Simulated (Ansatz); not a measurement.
Here is the system:

```
CELL_PARAMETERS angstrom
      4.14378     0.00000     0.00000
      2.07189     3.58862     0.00000
      2.07189    -1.19621     3.32790
ATOMIC_POSITIONS crystal
  Hg 0.00308 0.99846 0.99537
  S  0.49692 0.25154 0.75463
```

No spin polarisation.

All numbers come from plane-wave PAW DFT at the LDA level (Ansatz, an electronic-structure program, 420 eV), without spin-orbit coupling. Γ-centred 10×10×10 mesh, Fermi–Dirac width 0.05 eV.

Q: What is the computed band gap?

A: Zero.

Q: What is the computed space group?

A: R3m (No. 160).

Q: What pressure (mean of the normal stresses, compression positive) does the calculation give?

A: -0.6 GPa.

Spin-orbit coupling, missing from the scalar runs, can matter with Hg. The cells carry an imposed strain or load. Stability against distortions was not tested. All final runs are without spin polarisation. The cell was made from HgS in the zinc blende structure (space group F-43m, No. 216) by this change: biaxial strain +0.83 %, plane normal [111], relaxed out of plane. Gaps under 0.05 eV, about the width of the smearing, are given as zero. The zero or small gap of HgS can change with the level of theory.
